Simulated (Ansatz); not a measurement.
## HfC, pressure series

Start from HfC in the rock salt structure (space group Fm-3m, No. 225).

```
CELL_PARAMETERS angstrom
      0.00000     2.32572     2.32572
      2.32572     0.00000     2.32572
      2.32572     2.32572     0.00000
ATOMIC_POSITIONS crystal
  Hf 0.00000 0.00000 0.00000
  C  0.50000 0.50000 0.50000
```

Cell and atoms are relaxed at each pressure.

Level of theory: plane-wave PAW DFT at the PBE level (Ansatz, an electronic-structure program, 420 eV), without spin-orbit coupling.

Notes on the quantities. enthalpy: H = E + PV relative to the base's energy.

```tsv
case	enthalpy	shortest interatomic distance
base	–	2.326 Å
pressure −1 GPa	-0.08 eV/atom	2.329 Å
pressure 0.9 GPa	+0.07 eV/atom	___
pressure 2.1 GPa	+0.16 eV/atom	2.319 Å
pressure 4.5 GPa	+0.35 eV/atom	___
pressure 9 GPa	+0.69 eV/atom	2.298 Å
pressure 15 GPa	+1.14 eV/atom	___
pressure 22.5 GPa	+1.69 eV/atom	2.263 Å
pressure 30 GPa	+2.23 eV/atom	2.246 Å
```

### Question
Complete the table.

### Answer

- pressure 0.9 GPa, shortest interatomic distance: 2.323 Å
- pressure 4.5 GPa, shortest interatomic distance: 2.311 Å
- pressure 15 GPa, shortest interatomic distance: 2.282 Å

Load acts through the strain it causes; cell and atoms are relaxed under it. No phonon test of stability was made. Competing high-pressure phases were not computed. All final runs are without spin polarisation.
